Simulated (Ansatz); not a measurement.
## Short convergence ladders for NaGa (Cm, 4 atoms in the cell)

```yaml
crystal:
  lattice:
    - [3.01918, -3.38665, 0.00000]
    - [3.01918, 3.38665, 0.00000]
    - [0.00000, 0.00000, 4.88306]
  atoms:
    - { symbol: Na, position: [0.63461, 0.36539, 0.26024] }
    - { symbol: Na, position: [0.36539, 0.63461, 0.75000] }
    - { symbol: Ga, position: [0.08656, 0.91344, 0.25000] }
    - { symbol: Ga, position: [0.91344, 0.08656, 0.75000] }
```

Base method: LDA (PW92), default PAW files made with PBE (plane waves; Ansatz, an electronic-structure program).

Base settings: basis.ecutwfc = 420 eV; kpoints.mp_grid.grid = 5 5 5; hamiltonian.xc = lda; hamiltonian.pseudopotentials = {kind: paw} (the program's default PAW files); scf.occupations.method = gaussian; scf.occupations.width = 0.1 eV.

The count of work is k-points × plane waves × bands × iterations; it is no time. Core times come from one kind of shared machine, to one figure; runs under 30 s give none.

**The cutoff for other potential files**

Level: DFT, LDA (PW92), plane waves, harder PAW files (source: ansatz) made with PBE.

In this ladder: hamiltonian.pseudopotentials = {kind: paw, source: ansatz}.

The second cell is the first with its lattice scaled by 0.98.

The mesh stays at the base's, so the ladder's end is converged at best in this setting alone.

The first pressure column holds Ansatz's estimate of the finite-basis (Pulay) stress, which hides part of the cutoff error; the other is without it.

Only quantities that move along the ladder and can be compared are tabulated.

```csv
basis.ecutwfc,free energy less the last step's (meV/atom),energy of the compressed cell less the first (meV/atom),pressure (GPa),pressure without the Pulay estimate (GPa),largest difference of a force vector from the last step's (eV/Å),count of work / last,core time / last (rough)
460 eV,21338.07,4.51,-2.99,-769.18,0.026,0.11,–
560 eV,3406.13,1.08,-2.60,-152.90,0.048,0.16,–
715 eV,179.74,-16.14,-2.34,-13.25,0.001,0.21,–
865 eV,7.94,-16.53,-2.33,-2.94,0.000,0.30,0.4
1020 eV,0.96,-16.49,-2.33,-2.35,0.000,0.35,0.4
1225 eV,0.48,-16.49,-2.33,-2.33,0.000,0.46,0.5
1530 eV,0.19,-16.49,-2.33,-2.33,0.000,0.72,0.8
2040 eV,0.00,-16.49,-2.33,-2.33,0.000,1.0,1
```

Coarsest basis.ecutwfc that holds the pressure within 0.5 GPa of the last step, with all finer ones: 560 eV, at 0.16 of the last step's count of work; the step before is off by 0.66 GPa.

Coarsest basis.ecutwfc that holds the pressure without the Pulay estimate within 0.5 GPa of the last step, with all finer ones: 1020 eV, at 0.35 of the last step's count of work and about 0.4 of the last step's time; the step before is off by 0.61 GPa.

Coarsest basis.ecutwfc that holds the energy of the compressed cell less the first within 0.5 meV/atom of the last step, with all finer ones: 715 eV, at 0.21 of the last step's count of work; the step before is off by 18 meV/atom.

The energy difference between the two cells stays within 1 meV/atom of the last step's from 715 eV on, the total only from 1020 eV on: much of the error is common to both cells and cancels.

At the lowest cutoff the pressure without the Pulay estimate lies 767 GPa under the last step's, the usual sign of Pulay stress in an incomplete plane-wave basis.

**The density cutoff**

The second cell is the first with its lattice scaled by 0.98.

The mesh stays at the base's, so the ladder's end is converged at best in this setting alone.

Only quantities that move along the ladder and can be compared are tabulated.

| basis.ecutrho_ratio | free energy less the last step's (meV/atom) | energy of the compressed cell less the first (meV/atom) | pressure (GPa) |
|---|---|---|---|
| 2 | -7.87 | -17.16 | -2.01 |
| 3 | -0.13 | -16.50 | -2.32 |
| 4 | -0.01 | -16.51 | -2.33 |
| 5 | 0.00 | -16.51 | -2.33 |
| 6 | 0.00 | -16.51 | -2.33 |
| 8 | 0.00 | -16.51 | -2.33 |
| 10 | 0.00 | -16.51 | -2.33 |
| 12 | 0.00 | -16.51 | -2.33 |
| 16 | 0.00 | -16.51 | -2.33 |

Coarsest basis.ecutrho_ratio that holds the pressure within 0.2 GPa of the last step, with all finer ones: 3; the step before is off by 0.31 GPa.

Coarsest basis.ecutrho_ratio that holds the energy of the compressed cell less the first within 0.5 meV/atom of the last step, with all finer ones: 3; the step before is off by 0.66 meV/atom.

Coarsest basis.ecutrho_ratio that holds the free energy within 2 meV/atom of the last step, with all finer ones: 3; the step before is off by 7.9 meV/atom.

The energy difference between the two cells stays within 1 meV/atom of the last step's from 2 on, the total only from 3 on: much of the error is common to both cells and cancels.

**The relaxed cell against the cutoff**

On NaGa (Cmcm, 4 atoms in the cell): atoms on their sites.

In this ladder: relax = cell and atoms.

The mesh stays at the base's, so the ladder's end is converged at best in this setting alone.

Only quantities that move along the ladder and can be compared are tabulated.

| basis.ecutwfc | relaxed volume (Å³/atom) | relaxation steps | core time / last (rough) |
|---|---|---|---|
| 295 eV | 25.158 | 53 | 0.9 |
| 355 eV | 25.138 | 20 | 0.4 |
| 420 eV | 25.162 | 14 | 0.4 |
| 505 eV | 25.167 | 13 | 0.6 |
| 630 eV | 25.185 | 11 | 0.7 |
| 840 eV | 25.181 | 11 | 1 |

Coarsest basis.ecutwfc that holds the relaxed volume within 0.025 Å³/atom of the last step, with all finer ones: 420 eV, at about 0.4 of the last step's time; the step before is off by 0.043 Å³/atom.

On the base run: the starting cell comes from a database of computed structures (which also holds hypothetical and non-ambient phases and stackings), without a prior relaxation at this level. Its lattice was rescaled by up to half a per cent. One atom was moved a little off its site on purpose.

Left out of this page: 2 runs of the series failed or unconverged.

Keys are those of Ansatz 0.2.
